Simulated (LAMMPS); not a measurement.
Quenches at 1e+12 K/s across the composition of Cu (fcc) with a share x of Cu sites Pd; each row starts from its own melt temperature.

All values are model results, not measurements: classical MD, pair style eam, the elements' _u3.eam files (universal-3 set of Foiles, Baskes and Daw); code LAMMPS.

```
x                     density  state
----  -----------------------  -----
0.25  9.46 g/cm³ (one sample)  glass
0.5   10.3 g/cm³ (one sample)  glass
0.75  11.0 g/cm³ (one sample)  glass
```
